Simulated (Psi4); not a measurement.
Psi4 1.11, unrestricted TPSS/def2-svp: Y(F)3 cation ([F][Y]([F])[F]), charge +1, multiplicity 2, 4 atoms. The geometry is a generated start, not checked to be a minimum at this level.

```
Item                                                  Value
--------------------------  -------------------------------
task                                                 energy
method                                                 tpss
basis                                              def2-svp
memory                                                 3 GB
maxiter                                                 100
keys of the molecule block                      symmetry c1
scf_type                                       df (default)
guess                        auto, which took SAD (default)
scf_initial_accelerator                     adiis (default)
e_convergence                               1e-06 (default)
d_convergence                               1e-06 (default)
dft_radial_points                              75 (default)
dft_spherical_points                          302 (default)
effective core potentials   those of the basis set, past Kr
basis functions                                          73
grid points                                           87404
```

```xyz
4

Y      0.1157    -0.2340    -0.5776
F     -1.4645    -0.8080     0.2644
F     -0.0504     1.6406    -0.4447
F      1.3992    -0.5985     0.7579
```

Charge 1 and multiplicity 2 are set for this test and not shown to be the ground state.

One run each on 2 threads. Values of diis_max_vecs tried: 3, 6, 10 (default), 20.

Q: Which value of diis_max_vecs needs the fewest SCF iterations, and what happens away from it?

A: Fewest SCF iterations, within one of each other: 6 with 23, 10 (default) with 23. The count rises to 27 at 20. The run ends without SCF convergence in 100 iterations at 3.

```json
[
 {"diis_max_vecs": "3", "SCF iterations": "100", "end": "no convergence"},
 {"diis_max_vecs": "6", "SCF iterations": "23", "end": "same solution"},
 {"diis_max_vecs": "10 (default)", "SCF iterations": "23", "end": "same solution"},
 {"diis_max_vecs": "20", "SCF iterations": "27", "end": "same solution"}
]
```
